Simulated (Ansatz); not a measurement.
## AlN (P6_3mc): band-edge transport data

Input:

```
AlN
1.0
    3.10655     0.00000     0.00000
   -1.55327     2.69035     0.00000
    0.00000     0.00000     4.97816
Al N
2 2
Direct
  0.66667   0.33333   0.49920
  0.33333   0.66667   0.99920
  0.66667   0.33333   0.88080
  0.33333   0.66667   0.38080
```

All values below come from r2SCAN with spin-orbit coupling, rigid bands (plane waves, PAW; Ansatz, a program for electronic structure). Geometry: cell and atoms relaxed with r2SCAN.

band gap: 4.87 eV
electron conductivity mass (300 K, dilute): 0.32 (x), 0.32 (y), 0.31 (z) mₑ
hole conductivity mass (300 K, dilute): 3.7 (x), 3.7 (y), 0.42 (z) mₑ
effective density of states N_c (300 K): 4.4e18 cm⁻³
effective density of states N_v (300 K): 5.9e19 cm⁻³
density-of-states mass, electrons: 0.31 mₑ
density-of-states mass, holes: 1.77 mₑ
Seebeck coefficient, n-type 1e19 cm⁻³, 300 K: -159 μV/K
Seebeck coefficient, p-type 1e19 cm⁻³, 300 K: 374 μV/K
best p-type power factor at 300 K for τ = 10 fs (best axis; densities from 1e16 to 1e21 cm⁻³ tried, whether or not they can be reached): 16.1 μW/(cm·K²) at 1e20 cm⁻³

Rigid bands; masses and Seebeck coefficients take one relaxation time τ for all states and one kind of carrier; polarons and phonon drag are left out.
